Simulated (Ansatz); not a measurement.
The starting structures come from a database of crystals and need not be the phases stable at ambient conditions.

Given:

```xyz
5
Lattice="3.9910 0.0000 0.0000 0.0000 5.6441 0.0000 0.0000 2.8220 2.7667" Properties=species:S:1:pos:R:3 pbc="T T T"
Sr     0.0000     0.0000     0.0000
Ti     1.9955     2.8220     0.0000
O      1.9955     4.2330     1.3833
O      1.9955     1.4110     1.3833
O      0.0000     2.8220     0.0000
```

The cell is strained (lengths across the current scaled by 1.02, ions clamped); by r2SCAN it stands under a pressure of -7.5 GPa.

Transport runs along the normal of the first two printed cell vectors.

The gap is the functional's own, uncorrected, and κ follows it; spin-orbit coupling is left out. Mid-gap means the computed energy nearest the middle.

Q: State the band gap and the smallest decay constant κ at mid-gap according to r2SCAN (Ansatz, an electronic-structure program).

A: Gap 2.10 eV on a 8×12×12 mesh; κ = 0.243 1/Å, at the zone centre.
